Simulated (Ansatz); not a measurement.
Consider interstitial H in ferroelectric LiNbO3, charge state +1. Computed with PBE, PAW (plane waves to 420 eV; Ansatz, a quantum-chemistry and plane-wave program).

Cell of 120 host sites held at the relaxed PBE lattice; the Γ point alone; Fermi-Dirac width 0.01 eV, spin-restricted; finite-size errors left in. No zero-point or tunnelling terms. The charge state is imposed; whether it is stable for some Fermi level was not computed. Sites that were not tried may lie lower. The start lies 0.12 eV above the lowest site run (PBE).

Barriers: single points on a 2×2×2 k-point mesh shifted by half a step along c at the bands' geometries.

Relaxed starting cell (atoms counted from 1):

```
CELL_PARAMETERS angstrom
     10.38111     0.00000     0.00000
     -5.19055     8.99030     0.00000
      0.00000     0.00000    14.01469
ATOMIC_POSITIONS crystal
  Li 0.99719 0.00042 0.21656
  Li 0.00188 0.49940 0.21903
  Li 0.50305 0.98147 0.22407
  Li 0.49804 0.49567 0.21856
  Li 0.33159 0.16941 0.04671
  Li 0.33688 0.66907 0.05182
  Li 0.83494 0.16782 0.05108
  Li 0.83496 0.66953 0.04889
  Nb 0.16654 0.33484 0.16501
  Nb 0.16461 0.83137 0.16621
  Nb 0.67347 0.33929 0.16310
  Nb 0.66805 0.83220 0.16555
  Nb 0.31086 0.16413 0.34318
  Nb 0.33315 0.66540 0.33290
  Nb 0.83179 0.16641 0.33298
  Nb 0.83160 0.66427 0.33242
  O  0.01911 0.35988 0.10360
  O  0.01980 0.85743 0.10332
  O  0.52133 0.35921 0.10315
  O  0.52041 0.85993 0.10575
  O  0.33809 0.48101 0.10345
  O  0.34050 0.98892 0.10944
  O  0.84215 0.48701 0.10194
  O  0.83856 0.98085 0.10373
  O  0.00199 0.19108 0.27008
  O  0.00384 0.68999 0.26959
  O  0.48425 0.17155 0.25705
  O  0.50339 0.68937 0.26975
  O  0.14204 0.16294 0.10347
  O  0.14659 0.66576 0.10198
  O  0.64777 0.16771 0.10096
  O  0.64375 0.66237 0.10250
  O  0.18410 0.49432 0.27083
  O  0.18180 0.99585 0.27251
  O  0.68377 0.49077 0.27114
  O  0.68634 0.99261 0.27188
  O  0.30612 0.31378 0.27138
  O  0.30702 0.81230 0.27136
  O  0.80238 0.31130 0.27034
  O  0.80844 0.81168 0.26973
  Li 0.33177 0.16359 0.56039
  Li 0.33281 0.66629 0.55164
  Li 0.83264 0.16814 0.55284
  Li 0.83052 0.66149 0.55331
  Li 0.16076 0.33806 0.38595
  Li 0.16662 0.83038 0.38534
  Li 0.67243 0.33787 0.38958
  Li 0.66428 0.83226 0.38431
  Nb 0.98819 0.99037 0.50418
  Nb 0.00021 0.50050 0.50029
  Nb 0.49788 0.99980 0.49886
  Nb 0.49939 0.49755 0.49836
  Nb 0.16634 0.33270 0.66542
  Nb 0.16637 0.83301 0.66611
  Nb 0.66648 0.33268 0.66612
  Nb 0.66143 0.83232 0.66725
  O  0.35020 0.02409 0.43735
  O  0.35207 0.52254 0.43684
  O  0.85096 0.02315 0.43768
  O  0.85298 0.52558 0.43744
  O  0.16736 0.14929 0.43894
  O  0.17079 0.64628 0.43735
  O  0.66860 0.14732 0.43649
  O  0.67023 0.64629 0.43648
  O  0.33750 0.35576 0.60225
  O  0.33729 0.85665 0.60350
  O  0.83720 0.35651 0.60338
  O  0.83747 0.85661 0.60347
  O  0.47857 0.32827 0.43250
  O  0.47496 0.82870 0.43648
  O  0.97291 0.32809 0.43672
  O  0.97512 0.82911 0.43633
  O  0.01788 0.16198 0.60409
  O  0.01857 0.66123 0.60397
  O  0.51833 0.16101 0.60408
  O  0.51970 0.66202 0.60267
  O  0.14276 0.48040 0.60312
  O  0.14216 0.98023 0.60334
  O  0.64113 0.47887 0.60243
  O  0.64207 0.98004 0.60295
  Li 0.16703 0.33270 0.88458
  Li 0.16778 0.83451 0.88519
  Li 0.66664 0.33326 0.88486
  Li 0.66734 0.83382 0.88604
  Li 0.00018 0.00061 0.72188
  Li 0.00015 0.50021 0.71914
  Li 0.49903 0.00107 0.71907
  Li 0.50053 0.49943 0.71823
  Nb 0.33386 0.16699 0.83235
  Nb 0.33318 0.66593 0.83303
  Nb 0.83386 0.16700 0.83176
  Nb 0.83331 0.66686 0.83161
  Nb 0.00008 0.00066 0.99868
  Nb 0.00156 0.50101 0.99721
  Nb 0.50190 0.00184 0.00002
  Nb 0.50117 0.50029 0.99853
  O  0.18654 0.19146 0.77003
  O  0.18724 0.69143 0.77062
  O  0.68571 0.19054 0.77009
  O  0.68590 0.69041 0.76944
  O  0.00508 0.31466 0.76983
  O  0.00484 0.81468 0.76976
  O  0.50479 0.31439 0.76999
  O  0.50594 0.81496 0.76982
  O  0.17160 0.02463 0.93689
  O  0.17319 0.52407 0.93587
  O  0.67105 0.02450 0.93665
  O  0.67209 0.52422 0.93604
  O  0.31056 0.49690 0.76932
  O  0.30937 0.99569 0.76980
  O  0.80954 0.49574 0.76925
  O  0.81006 0.99595 0.76972
  O  0.35276 0.32899 0.93683
  O  0.35381 0.83020 0.93849
  O  0.85378 0.33037 0.93589
  O  0.85306 0.82902 0.93660
  O  0.47523 0.14740 0.93724
  O  0.47724 0.64835 0.93690
  O  0.97576 0.14776 0.93658
  O  0.97792 0.64847 0.93551
  H  0.42067 0.11514 0.20115
```
Cell charge +1.

End state 1 differs by these moves (Å; atoms that move under 0.08 Å are left out):

```
atom  element     Δx     Δy     Δz
----  -------  -----  -----  -----
3          Li  -0.12   0.14  -0.11
4          Li   0.08   0.24   0.08
13         Nb   0.35  -0.15   0.00
19          O  -0.07  -0.07   0.09
22          O   0.02  -0.08  -0.08
27          O   0.13   0.13   0.22
37          O   0.24  -0.01  -0.20
49         Nb   0.09   0.11  -0.08
51         Nb   0.13  -0.01   0.07
56         Nb   0.08  -0.03   0.00
61          O   0.04   0.01  -0.09
121         H  -1.36   1.71   0.00
```

**Question.** What is the computed forward and backward barriers to end state 1 (PBE, PAW)?

**Answer.** forward 0.93 eV, backward 0.93 eV; at the saddle point atom 121 has neighbours Nb at 2.03; 2 O at 1.26 Å. The check of the saddle point's order was inconclusive.
